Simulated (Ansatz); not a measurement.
The reference is SrTiO₃ in the cubic perovskite structure (space group Pm-3m, No. 221).

```
CELL_PARAMETERS angstrom
      3.89114     0.00000     0.00000
      0.00000     3.89114     0.00000
      0.00000     0.00000     3.89114
ATOMIC_POSITIONS crystal
  Sr 0.00000 0.00000 0.00000
  Ti 0.50000 0.50000 0.50000
  O  0.50000 0.00000 0.50000
  O  0.00000 0.50000 0.50000
  O  0.50000 0.50000 0.00000
```

Cartesian axes are those of the cell as printed.

The values are results of PBEsol/PAW in Ansatz (a program for electronic structure), scalar-relativistic without spin-orbit coupling, not measurements.

Strains are applied to the cell and any free atomic positions relax; under biaxial strain the out-of-plane vector relaxes too.

One change was made to it. Results:

The energy increases by 8.8 meV/atom; the band gap shrinks by 0.09 eV to 1.76 eV; the smallest direct gap falls by 0.078 eV to 2.12 eV.

Q: Which change produced these results?
A. biaxial strain +0.60 %, plane normal [001], relaxed out of plane
B. biaxial strain +1.20 %, plane normal [001], relaxed out of plane
C. biaxial strain +3.00 %, plane normal [001], relaxed out of plane
D. biaxial strain +1.80 %, plane normal [001], relaxed out of plane

A: D, biaxial strain +1.80 %, plane normal [001], relaxed out of plane. For comparison, the energy relative to the base in the other runs: biaxial strain +3.00 %, plane normal [001], relaxed out of plane gives +24 meV/atom; biaxial strain +1.20 %, plane normal [001], relaxed out of plane gives +4.0 meV/atom; biaxial strain +0.60 %, plane normal [001], relaxed out of plane gives +1.0 meV/atom.

Stability against distortions was not tested. All final runs are without spin polarisation. Many cubic perovskites are stable only at high temperature; tilts and polar distortions were not tested.
